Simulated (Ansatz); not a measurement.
```xyz
5
Lattice="3.9198 0.0000 0.0000 0.0000 3.9198 0.0000 0.0000 0.0000 4.0027" Properties=species:S:1:pos:R:3 pbc="T T T"
Li     0.0000     0.0000     0.8821
Ta     1.9599     1.9599     1.9155
O      0.0000     1.9599     1.6383
O      1.9599     1.9599     3.7454
O      1.9599     0.0000     1.6383
```

Relaxed-ion tensors in this frame from Ansatz (an electronic-structure program), PBEsol functional, plane-wave PAW. Proper piezoelectric stress tensor e (C/m²):

```
0.00  0.00  0.00  0.00  1.31  0.00
0.00  0.00  0.00  1.31  0.00  0.00
0.07  0.07  3.55  0.00  0.00  0.00
```

Stiffness C (GPa):

```
 350  45.1  98.2   0.0   0.0   0.0
45.1   350  98.2   0.0   0.0   0.0
98.2  98.2   237   0.0   0.0   0.0
 0.0   0.0   0.0  46.1   0.0   0.0
 0.0   0.0   0.0   0.0  46.1   0.0
 0.0   0.0   0.0   0.0   0.0  97.9
```

The cell was generated from a structure type, relaxed within its symmetry, and need not be the phase found at ambient conditions. Spin-orbit coupling is not included. Li is the large-site (A) cation and Ta the one bonded closest to the anions (B).

### Question
Obtain the piezoelectric strain tensor d.

### Answer
d = e S with S = C⁻¹, in pC/N:

```
 0.0   0.0   0.0   0.0  28.4   0.0
 0.0   0.0   0.0  28.4   0.0   0.0
-4.5  -4.5  18.7   0.0   0.0   0.0
```
At this level the polar cell without biaxial strain is unstable to a cell-doubling distortion (lowest mode away from Γ 73i cm⁻¹ on a 2×2×2 mesh), so it is not the ground state.
